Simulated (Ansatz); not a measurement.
Base system: HfS2 in the rutile structure (space group P4_2/mnm, No. 136; a = 6.024 Å, c = 3.652 Å; a hypothetical phase, not in the database extracts checked).

Modification: a hydrostatic pressure of 3 GPa.

The values are results of PBEsol (Ansatz, a quantum-chemistry and plane-wave program), spin-orbit coupling left out, not measurements.

Base, band edges from the VBM (valence, conduction): A -0.79, 1.86; M -1.07, 0.53; R -1.02, 0.87; X -0.74, 1.22; Z -1.68, 2.51; Γ -0.02, 0.26 eV.

**Question.** Give the band edges at the high-symmetry points of the new zone, measured from its valence-band maximum.

**Answer.** 
```json
[
 {"point": "Γ", "valence edge (eV)": "-0.02", "conduction edge (eV)": "0.18"},
 {"point": "X", "valence edge (eV)": "-0.78", "conduction edge (eV)": "1.18"},
 {"point": "M", "valence edge (eV)": "-1.10", "conduction edge (eV)": "0.46"},
 {"point": "Z", "valence edge (eV)": "-1.74", "conduction edge (eV)": "2.54"},
 {"point": "R", "valence edge (eV)": "-1.09", "conduction edge (eV)": "0.79"},
 {"point": "A", "valence edge (eV)": "-0.80", "conduction edge (eV)": "1.84"}
]
```

The gap is 0.18 eV, indirect, M–Γ (89 % along) → Γ.

With Hf present, leaving out spin-orbit coupling can change the band edges. Load acts through the strain it causes; cell and atoms are relaxed under it. Whether these cells are dynamically stable was not tested. A zero or small gap of HfS2 can be the functional's error rather than a property of the material.
